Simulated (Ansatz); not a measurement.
The reference is Ta₂N in the anti-CdI2 type structure (space group P-3m1, No. 164; a = 3.074 Å, c = 4.855 Å; relaxed with 0.1 eV smearing). Axes: x lies along a and z along c of the hexagonal cell.

The values are results of Ansatz (a first-principles code) PBE-D3(BJ), no SOC, not measurements.

Before the change:

The pressure comes out as 0.0 GPa and the shortest interatomic distance is 2.167 Å.

The change: compressive biaxial strain of 4.47 % in the plane normal to [001], as in epitaxy on a mismatched substrate; the out-of-plane cell vector and the atoms relax.

Question: How does this affect the pressure, out-of-plane strain and shortest interatomic distance?

Answer: The pressure (mean of the normal stresses, compression positive) goes from zero to 12.7 GPa; the out-of-plane strain is +5.13 %; the shortest interatomic distance falls by 0.0088 Å, from 2.167 Å to 2.159 Å.

Stability against distortions was not tested. All final runs are without spin polarisation. An odd electron count without spin: Ta2N.
